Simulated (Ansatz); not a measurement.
Start from Au in the fcc (Cu type) structure (space group Fm-3m, No. 225; a = 4.1241 Å).

Computed with Kohn–Sham DFT with the r2SCAN functional, run in Ansatz (an electronic-structure program) with PAW and 500 eV plane waves, no SOC.

For the base:

The volume per atom is 17.54 Å³.

It is then changed as follows: Ir takes the place of Au on all its sites, then cell and atoms are relaxed.

Tabulated Pauling electronegativity and covalent radius: Au 2.54, 1.36 Å; Ir 2.20, 1.41 Å.

### Question
Predict the new volume per atom.

### Answer
The volume per atom falls by 3.331 Å³, from 17.54 Å³ to 14.20 Å³.

Whether these cells are dynamically stable was not tested. All final runs are without spin polarisation.
